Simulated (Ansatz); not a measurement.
The structure below was relaxed with PBE (Ansatz, an electronic-structure program), scalar-relativistic without spin-orbit coupling, at pressure 9 GPa.

```
ZrO2
1.0
    3.57669     0.00000     0.00000
    0.00000     3.57669     0.00000
    0.00000     0.00000     5.15294
Zr O
2 4
Direct
  0.00000   0.00000   0.00000
  0.50000   0.50000   0.50000
  0.00000   0.50000   0.20432
  0.00000   0.50000   0.70432
  0.50000   0.00000   0.29568
  0.50000   0.00000   0.79568
```

Q: Find the space group and the Wyckoff positions.

A: Space group P4₂/nmc, origin choice 1 (No. 137); a = 3.5767 Å, b = 3.5767 Å, c = 5.1529 Å, α = 90.00°, β = 90.00°, γ = 90.00°

```json
[
 {"atom": "Zr", "site": "2a", "symmetry": "-4m2", "x": "0.0000", "y": "0.0000", "z": "0.0000"},
 {"atom": "O", "site": "4d", "symmetry": "2mm.", "x": "0.0000", "y": "0.5000", "z": "0.2043"}
]
```

Load acts through the strain it causes; cell and atoms are relaxed under it. Whether these cells are dynamically stable was not tested. No other phases were tried under pressure. The cell was made from ZrO2 (space group P4_2/nmc, No. 137) by this change: pressure 9 GPa. This is not the structure that ZrO2 has at room temperature and ambient pressure.
